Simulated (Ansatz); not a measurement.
TaBr₅ (C2/m, No. 12): band gap by level of theory

No measured value is used here.

| level (code) | value (eV) |
|---|---|
| LDA (Ansatz) | 1.85 |
| PBEsol (Ansatz) | 1.92 |
| r²SCAN (Ansatz) | 2.23 |
| HSE06 (Ansatz) | 2.95 |
| PBE0 (Ansatz) | 3.68 |

Computed values are for a static lattice. Spin–orbit coupling is included only where a level's name says +SOC; with heavier elements it mostly lowers gaps and can invert bands.  Values are at the measured cell. Cutoffs and k meshes differ between the levels. Ansatz's density-functional and Hartree–Fock values are scalar-relativistic unless marked +SOC, with PAW data made under PBE.

Ansatz is a program for electronic structure.
